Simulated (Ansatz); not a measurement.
**Parameter sweep on Cu₂Sn₂Pd (P-3m1, 5 atoms in the cell)**

```
Cu2Sn2Pd
1.0
    4.42647     0.00000     0.00000
   -2.21323     3.83343     0.00000
    0.00000     0.00000     5.53509
Cu Sn Pd
2 2 1
Cartesian
  0.00000   2.55562   3.88752
  2.21324   1.27781   1.64758
  0.00000   2.55562   1.13043
  2.21324   1.27781   4.40466
  0.00000   0.00000   2.76755
```

Base run A: Ansatz (an electronic-structure program) with PBEsol, default PAW files made with PBE, self-consistent single point.

Its settings: kpoints.mp_grid.grid = 7 7 5; hamiltonian.xc = pbesol; hamiltonian.pseudopotentials = {kind: paw} (the program's default PAW files); scf.occupations.method = fermi_dirac; scf.occupations.width = 0.1 eV.

The starting cell comes from a database of computed structures (which also holds hypothetical and non-ambient phases and stackings), without a prior relaxation at this level. Its lattice was rescaled by a random factor within 2.5 % of one. Spin polarisation is off. In the base run, with a pressure of about -6 GPa the cell is away from its equilibrium volume at this level. Ansatz's pressure includes its estimate of the finite-basis (Pulay) stress.

A dash stands where there is no value to compare (another energy zero or no entropy term, no result, no spin, no clean gap, or a mesh too coarse for one). 

Run A gave: pressure (GPa) -6.07; largest force (eV/Å) 0.162.

Runs:
- B: hamiltonian.dispersion: default → d3bj [PBEsol-D3BJ]
- C: hamiltonian.dispersion: default → d3bjatm [PBEsol-D3BJ-ATM]
- D: hamiltonian.xc: pbesol → r2scan; hamiltonian.dispersion: default → d3bjatm [r2SCAN-D3BJ-ATM]
- E: hamiltonian.dispersion: default → d4 [PBEsol-D4]

Q: What does run D change against A?

A: The pressure goes from -6.07 to -5.73 GPa and the largest force goes from 0.162 to 0.104 eV/Å.

Q: What does run E change against A?

A: The pressure goes from -6.07 to -8.19 GPa and the largest force goes from 0.162 to 0.156 eV/Å.

Q: What does run C change against A?

A: The pressure goes from -6.07 to -9.25 GPa and the largest force goes from 0.162 to 0.155 eV/Å.

```tsv
run	pressure (GPa)	largest force (eV/Å)	dispersion energy (eV/atom)
A	-6.07	0.162	–
B	-9.95	0.155	-0.447
C	-9.25	0.155	-0.407
D	-5.73	0.104	-0.181
E	-8.19	0.156	-0.265
```

Keys are those of Ansatz 0.2.
